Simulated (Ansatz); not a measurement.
**BeS: pressure series**

Base system: BeS in the zinc blende structure (space group F-43m, No. 216; a = 4.876 Å).

Cell and atoms are relaxed at each pressure.

Level of theory: Ansatz (a program for electronic structure), PBE, PAW, cutoff 420 eV, scalar-relativistic without spin-orbit coupling.

```json
[
 {"variant": "base", "lattice parameter a": "4.876 Å", "band gap": "3.15 eV", "smallest direct gap": "5.61 eV"},
 {"variant": "pressure −2 GPa", "lattice parameter a": "4.913 Å", "band gap": "3.19 eV", "smallest direct gap": "5.55 eV"},
 {"variant": "pressure −1 GPa", "lattice parameter a": "4.894 Å", "band gap": "3.17 eV", "smallest direct gap": "5.59 eV"},
 {"variant": "pressure 0.3 GPa", "lattice parameter a": "4.871 Å", "band gap": "3.14 eV", "smallest direct gap": "5.62 eV"},
 {"variant": "pressure 0.7 GPa", "lattice parameter a": "4.864 Å", "band gap": "3.13 eV", "smallest direct gap": "5.63 eV"},
 {"variant": "pressure 1.5 GPa", "lattice parameter a": "4.851 Å", "band gap": "3.11 eV", "smallest direct gap": "5.63 eV"},
 {"variant": "pressure 3 GPa", "lattice parameter a": "4.827 Å", "band gap": "3.08 eV", "smallest direct gap": "5.63 eV"},
 {"variant": "pressure 5 GPa", "lattice parameter a": "4.797 Å", "band gap": "3.03 eV", "smallest direct gap": "5.63 eV"},
 {"variant": "pressure 7.5 GPa", "lattice parameter a": "4.763 Å", "band gap": "2.98 eV", "smallest direct gap": "5.62 eV"},
 {"variant": "pressure 10 GPa", "lattice parameter a": "4.731 Å", "band gap": "2.93 eV", "smallest direct gap": "5.61 eV"}
]
```

Load acts through the strain it causes; cell and atoms are relaxed under it. Whether these cells are dynamically stable was not tested. Competing high-pressure phases were not computed.
